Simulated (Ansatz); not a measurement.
V2O5 (C2/c, No. 15, 14 atoms in the cell; start mp-542844) was calculated with LDA (PAW; Ansatz, an electronic-structure program).

Numerical settings: plane-wave cutoff 500 eV, 10×10×8 k mesh (along the axes of the cell as run), gaussian smearing 0.02 eV, no spin polarisation, scalar-relativistic PAW data made under PBE.

Cell (relaxed at this level):

```yaml
crystal:
  lattice:
    - [5.89028, -2.29383, -0.00965]
    - [5.89028, 2.29383, -0.00965]
    - [-1.25201, 0.00000, 5.05859]
  atoms:
    - { symbol: V, position: [0.62134, 0.09646, 0.75566] }
    - { symbol: V, position: [0.37866, 0.90354, 0.24434] }
    - { symbol: V, position: [0.90354, 0.37866, 0.74434] }
    - { symbol: V, position: [0.09646, 0.62134, 0.25566] }
    - { symbol: O, position: [0.33235, 0.44828, 0.51965] }
    - { symbol: O, position: [0.66765, 0.55172, 0.48035] }
    - { symbol: O, position: [0.55172, 0.66765, 0.98035] }
    - { symbol: O, position: [0.44828, 0.33235, 0.01965] }
    - { symbol: O, position: [0.13371, 0.27521, 0.13138] }
    - { symbol: O, position: [0.86629, 0.72479, 0.86862] }
    - { symbol: O, position: [0.72479, 0.86629, 0.36862] }
    - { symbol: O, position: [0.27521, 0.13371, 0.63138] }
    - { symbol: O, position: [0.88884, 0.11116, 0.75000] }
    - { symbol: O, position: [0.11116, 0.88884, 0.25000] }
```

Q: Predict the band gap.

A: 
- band gap: 1.30 eV (on the SCF k mesh)

Note: the relaxation could not lower the start's symmetry, so the cell can be a saddle point above a distorted one.

Computed values are for the static lattice.

A start named mp-… is a Materials Project structure, which need not be a measured phase.
